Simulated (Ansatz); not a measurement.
## Response to strain in MgTe

The reference is MgTe in the wurtzite structure (space group P6_3mc, No. 186; a = 4.609 Å, c = 7.500 Å). Axes: x lies along a and z along c of the hexagonal cell.

Strains are applied to the cell and any free atomic positions relax; under biaxial strain the out-of-plane vector relaxes too.

Calculations: Kohn–Sham DFT with the PBE functional, run in Ansatz (a quantum-chemistry and plane-wave program) with PAW and 420 eV plane waves, without spin-orbit coupling.

Notes on the quantities. band gap: an upper bound: an edge found on the path is not a true extremum; the base alone; pressure: mean of the normal stresses, compression positive.

| case | band gap | ratio −ε⊥/ε∥ | pressure | shortest interatomic distance |
|---|---|---|---|---|
| base | 2.37 eV | – | -0.01 GPa | 2.818 Å |
| biaxial strain +0.60 %, plane normal [001], relaxed out of plane | 2.30 eV | – | -0.24 GPa | 2.825 Å |
| biaxial strain +1.20 %, plane normal [001], relaxed out of plane | 2.23 eV | 0.84 | -0.47 GPa | 2.827 Å |
| biaxial strain +1.80 %, plane normal [001], relaxed out of plane | 2.17 eV | 0.83 | -0.69 GPa | 2.828 Å |
| biaxial strain +2.40 %, plane normal [001], relaxed out of plane | 2.10 eV | 0.84 | -0.90 GPa | 2.829 Å |
| biaxial strain +3.00 %, plane normal [001], relaxed out of plane | 2.03 eV | 0.84 | -1.11 GPa | 2.830 Å |

With Te present, leaving out spin-orbit coupling can change the band edges. Gaps are Kohn–Sham eigenvalue differences; semilocal functionals usually give less than the measured gap. Whether these cells are dynamically stable was not tested.
